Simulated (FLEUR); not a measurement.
FLEUR run on Pb (Fm-3m, 1 atom in the cell): self-consistent single point.

Level of theory: PBEsol, all-electron FLAPW (FLEUR), scalar-relativistic valence in FLEUR.

```
Pb
1.0
    0.00000     2.52319     2.52319
    2.52319     0.00000     2.52319
    2.52319     2.52319     0.00000
Pb
1
Direct
  0.00000   0.00000   0.00000
```

Reference input (self-consistent single point, DFT, PBE, all-electron FLAPW (FLEUR), scalar-relativistic valence): Kmax = 3.8 1/bohr; GmaxXC = 15.2 1/bohr; xcFunctional = pbe; jspins = 1; l_soc = F; mode = hist; fermiSmearingEnergy = 0.00183747 Htr; mesh (inpgen div1-3) = 11 11 11; inpgen gamma flag = false; Gmax = 15.2 1/bohr; numbands = 0; maxIterBroyd = 15. This run's input differs from it in these lines:

```diff
@@ -13,2 +13,3 @@
 &comp jspins=1 /
+&exco xctyp='PBEs' /
 &kpt div1=11 div2=11 div3=11 /
@@ -25,3 +26,3 @@
       <coreElectrons ctail="T" frcor="F" kcrel="0" coretail_lmax="0"/>
-      <xcFunctional name="pbe" relativisticCorrections="F"/>
+      <xcFunctional name="PBEs" relativisticCorrections="F"/>
       <magnetism jspins="1"/>
```

Log, with long lists cut:

```
 Iteration:     1   Distance:       5.63720721 me/bohr^3
 Iteration:     2   Distance:       5.27827406 me/bohr^3
 Iteration:     3   Distance:       1.16350820 me/bohr^3
 Iteration:     4   Distance:       0.21673550 me/bohr^3
 Iteration:     5   Distance:       0.21578740 me/bohr^3
   [... 3 lines left out ...]
 Iteration:     9   Distance:       0.00039620 me/bohr^3
 Iteration:    10   Distance:       0.00018231 me/bohr^3
 Iteration:    11   Distance:       0.00001886 me/bohr^3
 Iteration:    12   Distance:       0.00000039 me/bohr^3
 Run finished successfully
 Stop message:
   Structural relaxation: Done

[file out, last iteration]
             iter=     13
[...]
          total density-effective poten   -3.7299066915E+04
          total charge density-energy d   -3.8466829709E+02
 Updated energy parameters for spin:           1
[...]
 fermi energy and band-weighting factors:

[...]
FERMIE:
          first approx. to ef    (T=0)  :   0.269681 htr   (energy of the highest occ. eigenvalue)
          number of occ. states  (T=0)  :        386
          first approx. to seigv (T=0)  :  -3.120147 htr
          sum of weights of occ. states :   7.003757
          sum of semicore charge        :   0.000000 e
FERHIS:  Fermi-Energy by histogram:
          bandgap                     :   0.003516 htr
   [... lines left out ...]
          charge neutrality (T=0)     :   0.007513    (zero if the highest occ. eigenvalue is "entirely" occupied)
     EF_NEWTON:  Adjust Fermi-Energy by Newton-Method.
 Direct bandgap for spin            1 :    3.4385316706145197E-002  Htr
   [... lines left out ...]
 ---->    (input%tkb*entropy) TS=              0.0001098354 htr
 ---->    free energy=                    -20923.0589923574 htr
      extrapolation for T->0
 ---->    total electron energy=          -20923.0589374397 htr
 ***** TOTAL FORCES ON ATOMS *****
 TOTAL FORCE FOR ATOM TYPE=  1  X=  0.000   Y=  0.000   Z=  0.000
                       FX_TOT= 0.000000 FY_TOT= 0.000000 FZ_TOT= 0.000000
 Structural relaxation: Done
```

The run converged in 12 iterations. FLEUR gives forces in its relaxation mode, with a further iteration, so its stop message speaks of a relaxation. 

The starting cell comes from a database of computed structures (which also holds hypothetical and non-ambient phases and stackings), without a prior relaxation at this level. Its lattice was rescaled by a random factor within 2.5 % of one. Spin-orbit coupling is off. Values depend on the basis (sphere radii, cutoffs, local orbitals), which need not be converged. The log's line on a gap gives a spacing of levels on this mesh, which the program prints for metals too.
